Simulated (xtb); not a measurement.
xtb 6.7.1, GFN1-xTB: Al(F)(nBu)2 (CCC[CH2][Al]([F])[CH2]CCC), 28 atoms. The geometry is a generated start, not checked to be a minimum at this level.

| Quantity | Result |
|---|---|
| run flags | --grad |
| method | GFN1-xTB |
| --acc | 1 (default) |
| --etemp (K) | 300 (default) |
| basis functions | 82 |
| valence electrons | 60 |

```xyz
28

Al     0.0937     0.4508     1.5228
F     -0.5358     0.4638     3.0566
C      1.6743    -0.7207     1.1552
C      1.4210    -1.7183     0.0109
C      2.6898    -2.4277    -0.4694
C      3.3474    -3.2792     0.6104
H      2.5505    -0.1147     0.8857
H      1.9568    -1.2683     2.0644
H      0.6933    -2.4667     0.3375
H      0.9805    -1.1899    -0.8403
H      2.4286    -3.0686    -1.3163
H      3.4047    -1.6828    -0.8283
H      2.6339    -3.9908     1.0216
H      3.7244    -2.6608     1.4213
H      4.1850    -3.8353     0.1943
C     -0.8494     1.6284     0.2019
C     -2.3701     1.3925     0.2289
C     -3.1687     2.4813    -0.4927
C     -2.8610     2.5654    -1.9834
H     -0.6694     2.6843     0.4523
H     -0.4695     1.4954    -0.8161
H     -2.5945     0.4212    -0.2218
H     -2.7089     1.3529     1.2704
H     -4.2341     2.2748    -0.3616
H     -2.9603     3.4476    -0.0265
H     -3.0139     1.5992    -2.4609
H     -1.8331     2.8758    -2.1542
H     -3.5154     3.2906    -2.4626
```

One run each on 1 thread. Values of broydamp tried: 0.02, 0.05, 0.1, 0.2, 0.4 (default), 0.6, 0.8, 1.

### Question
Which value of broydamp needs the fewest SCC iterations, and what happens away from it?

### Answer
Fewest SCC iterations, within one of each other: 0.4 (default) with 9, 0.6 with 10. The count rises to 15 at 0.02. All converge to one solution.

| broydamp | SCC iterations | end |
|---|---|---|
| 0.02 | 15 | same solution |
| 0.05 | 14 | same solution |
| 0.1 | 12 | same solution |
| 0.2 | 11 | same solution |
| 0.4 (default) | 9 | same solution |
| 0.6 | 10 | same solution |
| 0.8 | 11 | same solution |
| 1 | 11 | same solution |
